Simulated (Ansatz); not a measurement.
**One base run on SiO2 (P3_121, 9 atoms in the cell) and variants with one or two settings moved**

```yaml
crystal:
  lattice:
    - [4.90268, 0.00000, 0.00000]
    - [-2.45134, 4.24585, 0.00000]
    - [0.00000, 0.00000, 5.41772]
  atoms:
    - { symbol: Si, position: [0.53109, 0.53109, 0.00000] }
    - { symbol: Si, position: [0.46891, 0.00000, 0.33333] }
    - { symbol: Si, position: [0.00000, 0.46891, 0.66667] }
    - { symbol: O, position: [0.26922, 0.41339, 0.78489] }
    - { symbol: O, position: [0.58661, 0.85583, 0.11822] }
    - { symbol: O, position: [0.14417, 0.73078, 0.45156] }
    - { symbol: O, position: [0.41339, 0.26922, 0.21511] }
    - { symbol: O, position: [0.85583, 0.58661, 0.88178] }
    - { symbol: O, position: [0.73078, 0.14417, 0.54844] }
```

Base run A: Ansatz (a first-principles code) with HSE06, PAW files made with PBE, self-consistent single point.

Its settings: basis.ecutwfc = 420 eV; kpoints.mp_grid.grid = 4 4 3; hamiltonian.xc = hse06; hamiltonian.pseudopotentials = {kind: paw} (the program's default PAW files); scf.occupations.method = fixed.

The starting cell comes from a database of computed structures (which also holds hypothetical and non-ambient phases and stackings), without a prior relaxation at this level. Its lattice was rescaled by a random factor within 2.5 % of one. Ansatz's pressure includes its estimate of the finite-basis (Pulay) stress.

ΔF is the free energy per atom less that of run A. A dash stands where there is no value to compare (another energy zero or no entropy term, no result, no spin, no clean gap, or a mesh too coarse for one). Absolute energies have different zeros for different potentials, functionals, Hubbard and dispersion terms and are not compared across them.

Runs:
- B: hamiltonian.xc: hse06 → pbe [PBE]
- C: hamiltonian.xc: hse06 → pbe0 [PBE0]
- D: scf.convergence.dr2_threshold: default (1e-07 eV) → 1e-12 eV
- E: scf.mixing.preconditioner: default (the program chose none) → kerker; scf.mixing.q_tf: default → 1.5
- F: scf.exx.singularity: default → none

```json
[
 {"run": "A", "ΔF (meV/atom)": "0.00", "pressure (GPa)": "1.76", "largest force (eV/Å)": "0.035", "gap on the mesh (eV)": "7.869"},
 {"run": "B", "ΔF (meV/atom)": "–", "pressure (GPa)": "7.16", "largest force (eV/Å)": "0.377", "gap on the mesh (eV)": "6.031"},
 {"run": "C", "ΔF (meV/atom)": "–", "pressure (GPa)": "1.64", "largest force (eV/Å)": "0.028", "gap on the mesh (eV)": "8.634"},
 {"run": "D", "ΔF (meV/atom)": "0.00", "pressure (GPa)": "1.76", "largest force (eV/Å)": "0.035", "gap on the mesh (eV)": "7.869"},
 {"run": "E", "ΔF (meV/atom)": "0.00", "pressure (GPa)": "1.76", "largest force (eV/Å)": "0.035", "gap on the mesh (eV)": "7.869"},
 {"run": "F", "ΔF (meV/atom)": "–", "pressure (GPa)": "1.76", "largest force (eV/Å)": "0.035", "gap on the mesh (eV)": "7.869"}
]
```

Run B against A: The pressure goes from 1.76 to 7.16 GPa, the largest force goes from 0.035 to 0.377 eV/Å and the gap on the mesh goes from 7.869 to 6.031 eV.

Run C against A: The pressure goes from 1.76 to 1.64 GPa, the largest force goes from 0.035 to 0.028 eV/Å and the gap on the mesh goes from 7.869 to 8.634 eV.

Run E against A: The free energy is nearly the same (within 1 meV/atom), the pressure stays at 1.76 GPa, the largest force stays at 0.035 eV/Å and the gap on the mesh stays at 7.869 eV.

Keys are those of Ansatz 0.2.
